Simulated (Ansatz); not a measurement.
# Pressure series in Pd

The reference is Pd in the fcc (Cu type) structure (space group Fm-3m, No. 225; a = 3.840 Å).

Cell and atoms are relaxed at each pressure.

All numbers come from LDA (Ansatz, an electronic-structure program, PAW, no spin-orbit coupling).

Notes on the quantities. enthalpy: H = E + PV relative to the base's energy.

```csv
variant,enthalpy,volume per atom
base,–,14.15 Å³
pressure −2 GPa,-0.18 eV/atom,14.28 Å³
pressure −1 GPa,-0.09 eV/atom,14.22 Å³
pressure 0.9 GPa,+0.08 eV/atom,14.10 Å³
pressure 2.1 GPa,+0.18 eV/atom,14.02 Å³
pressure 4.5 GPa,+0.39 eV/atom,___
pressure 9 GPa,+0.78 eV/atom,___
pressure 15 GPa,+1.29 eV/atom,13.37 Å³
pressure 22.5 GPa,+1.90 eV/atom,___
pressure 30 GPa,+2.51 eV/atom,12.79 Å³
```

What belongs in the blanks?


- pressure 4.5 GPa, volume per atom: 13.89 Å³
- pressure 9 GPa, volume per atom: 13.65 Å³
- pressure 22.5 GPa, volume per atom: 13.06 Å³

Load acts through the strain it causes; cell and atoms are relaxed under it. Stability against distortions was not tested. No other phases were tried under pressure. All final runs are without spin polarisation.
